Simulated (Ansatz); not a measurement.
The starting structures come from a database of crystals and need not be the phases stable at ambient conditions.

By PBEsol, the system below comes out a metal.

Without scattering a metal conducts by its projected Fermi surface.

Input:

```yaml
crystal:
  lattice:
    - [4.05520, 0.00000, 0.00000]
    - [0.00000, 5.08086, 0.00000]
    - [2.02760, 0.00000, 3.51191]
  atoms:
    - { symbol: Te, position: [0.66667, 0.26713, 0.66667] }
    - { symbol: Te, position: [0.33333, 0.73287, 0.33333] }
    - { symbol: Pt, position: [0.00000, 0.00000, 0.00000] }
```

The cell was relaxed by PBE-D3(BJ); by PBEsol it stands under a pressure of -0.7 GPa.

The current flows along the normal of the first two printed cell vectors, the (100) plane of the conventional cell. No spin-orbit coupling; the value is a mean over 0.1 eV about the Fermi level.

**Question.** Give the ballistic conductance per area that Ansatz (an electronic-structure program) with PBEsol yields.

**Answer.** 0.50 × 10¹⁵ S/m² for both spins.
